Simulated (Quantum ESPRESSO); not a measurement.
Quantum ESPRESSO run on LaMg₆Nb (Amm2, 8 atoms in the cell): self-consistent single point.

Method of the run: PBEsol, GBRV 1.5 ultrasoft (PBESOL) pseudopotentials (plane waves; Quantum ESPRESSO).

The change in words: lattice scaled by 0.98. Reference geometry:
```
LaMg6Nb
1.0
    5.07303     0.00000     0.00000
    0.00000     3.25044     5.78244
    0.00000    -3.25044     5.78244
La Mg Nb
1 6 1
Direct
  0.00000   0.80737   0.80737
  0.00000   0.81032   0.33814
  0.00000   0.33814   0.81032
  0.00000   0.33328   0.33328
  0.50000   0.66642   0.18792
  0.50000   0.18792   0.66642
  0.50000   0.16928   0.16928
  0.50000   0.68725   0.68725
```

Reference input (self-consistent single point, DFT, PBEsol, plane waves, GBRV 1.5 ultrasoft (PBESOL) pseudopotentials): ecutwfc = 40 Ry; ecutrho = 320 Ry; occupations = smearing; smearing = gaussian; degauss = 0.0147 Ry; potentials = {La: la_pbesol_v1.uspp.F.UPF, Mg: mg_pbesol_v1.4.uspp.F.UPF, Nb: nb_pbesol_v1.uspp.F.UPF}; K_POINTS = automatic 4 3 3 0 0 0; conv_thr = 1e-10 Ry. This run's input differs from it in these lines:

```diff
@@ -27,5 +27,5 @@
 CELL_PARAMETERS {angstrom}
-   5.07303400     0.00000000     0.00000000
-   0.00000000     3.25044200     5.78243700
-   0.00000000    -3.25044200     5.78243700
+   4.97157300     0.00000000     0.00000000
+   0.00000000     3.18543300     5.66678800
+   0.00000000    -3.18543300     5.66678800
 ATOMIC_POSITIONS {crystal}
```

Output, abridged:

```
     Self-consistent Calculation

     iteration #  1     ecut=    40.00 Ry     beta= 0.70

---- Real-time Memory Report at c_bands before calling an iterative solver
          1091 MiB given to the printing process from OS
           138 MiB allocation reported by mallinfo(arena+hblkhd)
------------------

     negative rho (up, down):  1.522E-02 0.000E+00

     total energy              =    -969.16118198 Ry
     estimated scf accuracy    <       2.51835473 Ry

     iteration #  2     ecut=    40.00 Ry     beta= 0.70

---- Real-time Memory Report at c_bands before calling an iterative solver
   [... lines left out ...]
          1188 MiB given to the printing process from OS
           168 MiB allocation reported by mallinfo(arena+hblkhd)
------------------

     negative rho (up, down):  4.609E-02 0.000E+00

     total energy              =    -970.70791486 Ry
     estimated scf accuracy    <          3.4E-10 Ry

     iteration # 15     ecut=    40.00 Ry     beta= 0.70

---- Real-time Memory Report at c_bands before calling an iterative solver
          1188 MiB given to the printing process from OS
           168 MiB allocation reported by mallinfo(arena+hblkhd)
------------------

     negative rho (up, down):  4.609E-02 0.000E+00
     End of self-consistent calculation

     the Fermi energy is     8.1810 ev

!    total energy              =    -970.70791486 Ry
     estimated scf accuracy    <          7.7E-12 Ry
     smearing contrib. (-TS)   =      -0.00650682 Ry
     internal energy E=F+TS    =    -970.70140804 Ry

     convergence has been achieved in  15 iterations

     negative rho (up, down):  4.609E-02 0.000E+00

     Forces acting on atoms (cartesian axes, Ry/au):

     atom    1 type  1   force =     0.00000000    0.00000000   -0.01068913
     atom    2 type  2   force =     0.00000000    0.00346256   -0.00134537
     atom    3 type  2   force =     0.00000000   -0.00346256   -0.00134537
     atom    4 type  2   force =     0.00000000    0.00000000   -0.00408755
     atom    5 type  2   force =     0.00000000    0.00286681    0.00327981
   [... lines left out ...]
     Total force =     0.016589     Total SCF correction =     0.000009
   [... lines left out ...]

     negative rho (up, down):  4.609E-02 0.000E+00
          total   stress  (Ry/bohr**3)                   (kbar)     P=        9.95
   0.00005019   0.00000000   0.00000000            7.38        0.00        0.00
   0.00000000   0.00008040   0.00000000            0.00       11.83        0.00
   0.00000000   0.00000000   0.00007229            0.00        0.00       10.63

   JOB DONE.
```

The run converged in 15 iterations. Against the reference run the free energy goes down by 3.6 meV/atom, the pressure goes from -1.70 to 0.99 GPa and the largest force goes from 0.321 to 0.275 eV/Å.

The starting cell comes from a database of computed structures (which also holds hypothetical and non-ambient phases and stackings), without a prior relaxation at this level. Its lattice was rescaled by a random factor within 2.5 % of one. For this run, on top of that: lattice scaled by 0.98. Spin polarisation is off.

Cost on one core of a shared machine: roughly 2 min.
